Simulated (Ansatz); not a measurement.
The starting structures come from a database of crystals and need not be the phases stable at ambient conditions.

 Where the default PAW files enter, the runs use the earlier of Ansatz's two default sets.

Tunnelling through a barrier is set by its complex band structure: the current falls as exp(−2κd) with the smallest κ.

Consider the following.

```yaml
crystal:
  lattice:
    - [6.21851, 0.00000, 0.00000]
    - [0.00000, 6.21851, 0.00000]
    - [3.10926, -3.10926, 5.95529]
  atoms:
    - { symbol: Cd, position: [0.00000, 0.00000, 0.00000] }
    - { symbol: Ga, position: [0.75000, 0.75000, 0.50000] }
    - { symbol: Ga, position: [0.50000, 0.50000, 0.00000] }
    - { symbol: Te, position: [0.88203, 0.58953, 0.72556] }
    - { symbol: Te, position: [0.58953, 0.39241, 0.27444] }
    - { symbol: Te, position: [0.39241, 0.13603, 0.72556] }
    - { symbol: Te, position: [0.13603, 0.88203, 0.27444] }
```

Space group of this cell: I-4. The cell is taken as given.

Transport runs along the normal of the first two printed cell vectors, the (001) plane of the conventional cell.

The gap is the functional's own, uncorrected, and κ follows it; spin-orbit coupling is left out. Mid-gap values are interpolated between the computed energies.

Problem. Predict the band gap and the smallest decay constant κ at mid-gap from r2SCAN (Ansatz, a program for electronic structure).

Solution. Gap 1.59 eV on a 6×6×6 mesh; κ = 0.140 1/Å, at the zone centre.
